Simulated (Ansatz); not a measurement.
Start from LiF in the rock salt structure (space group Fm-3m, No. 225; a = 3.9902 Å). Axes: x, y, z lie along the cube axes.

Calculations: DFT with r2SCAN, PAW potentials and a 500 eV plane-wave cutoff in Ansatz (a quantum-chemistry and plane-wave program), no SOC.

Before the change:

| Quantity | Result |
|---|---|
| Band gap | 10.33 eV |

The change: uniaxial stress, 0.5 GPa compression along x; all other stress components relax to zero.

Problem. Estimate the effect on the energy relative to the base, strain response and band gap.

Solution. The energy stays essentially unchanged; the strain response (xx, yy, zz) is (−0.43, +0.11, +0.11) %; the band gap rises by 0.016 eV (10.33 eV → 10.34 eV).

Beyond what the load breaks, stability against distortions was not tested.
